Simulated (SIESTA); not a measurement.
Band structure of NbPd2 (Immm, 3 atoms in the cell).

```xyz
3
Lattice="-1.4284 1.9873 4.2525 1.4284 -1.9873 4.2525 1.4284 1.9873 -4.2525" Properties=species:S:1:pos:R:3 pbc="T T T"
Nb     0.0000     0.0000     0.0000
Pd     0.0000     0.0000     5.6693
Pd     0.0000     0.0000     2.8358
```

Method of the run: GGA PBEsol, numerical atomic orbitals TZP, PseudoDojo PBEsol standard norm-conserving potentials (rewritten from UPF to PSML) (SIESTA).

Settings: XC.functional = GGA; XC.authors = PBEsol; potentials = PseudoDojo PBEsol standard; PAO.BasisSize = TZP; PAO.EnergyShift = 0.01 Ry; MeshCutoff = 400 Ry; kgrid.MonkhorstPack = 9 9 9; OccupationFunction = MP; OccupationMPOrder = 0; ElectronicTemperature = 50 meV; MaxSCFIterations = 150; SCF.Mixer.Method = Broyden; SCF.Mixer.Weight = 0.2; SCF.Mixer.History = 8.

The starting cell comes from a database of computed structures (which also holds hypothetical and non-ambient phases and stackings), without a prior relaxation at this level. Its lattice was rescaled by a random factor within 2.5 % of one. Spin polarisation is off. Values carry the incompleteness of an atom-centred basis.

Levels in eV from the Fermi level, bands 22 to 27:
```json
[
 {"point": "Γ", "22": "-1.97", "23": "-1.89", "24": "-1.31", "25": "-0.82", "26": "-0.25", "27": "2.12"},
 {"point": "X", "22": "-1.49", "23": "0.18", "24": "0.32", "25": "0.79", "26": "1.44", "27": "1.94"},
 {"point": "L", "22": "-1.49", "23": "-0.90", "24": "-0.83", "25": "0.94", "26": "1.38", "27": "1.68"},
 {"point": "T", "22": "-1.67", "23": "-0.92", "24": "-0.31", "25": "0.87", "26": "1.25", "27": "1.39"},
 {"point": "W", "22": "-1.44", "23": "-1.14", "24": "-0.47", "25": "-0.20", "26": "1.41", "27": "3.52"},
 {"point": "R", "22": "-1.55", "23": "0.13", "24": "0.79", "25": "0.97", "26": "1.64", "27": "1.81"},
 {"point": "X1", "22": "-1.49", "23": "0.18", "24": "0.32", "25": "0.79", "26": "1.44", "27": "1.94"},
 {"point": "Z", "22": "-1.77", "23": "-1.69", "24": "-1.02", "25": "-0.99", "26": "1.85", "27": "2.25"},
 {"point": "Y", "22": "-1.51", "23": "-1.48", "24": "-1.29", "25": "-1.23", "26": "-0.53", "27": "1.24"},
 {"point": "S", "22": "-1.81", "23": "-1.20", "24": "-1.19", "25": "-1.04", "26": "0.92", "27": "1.22"},
 {"point": "L1", "22": "-1.49", "23": "-0.90", "24": "-0.83", "25": "0.94", "26": "1.38", "27": "1.68"},
 {"point": "Y1", "22": "-1.51", "23": "-1.48", "24": "-1.29", "25": "-1.23", "26": "-0.53", "27": "1.24"}
]
```

Bands cross the Fermi level along this path, so the cell is metallic at this level.

Higher empty bands are left out: an atom-centred basis made for the valence describes them poorly.
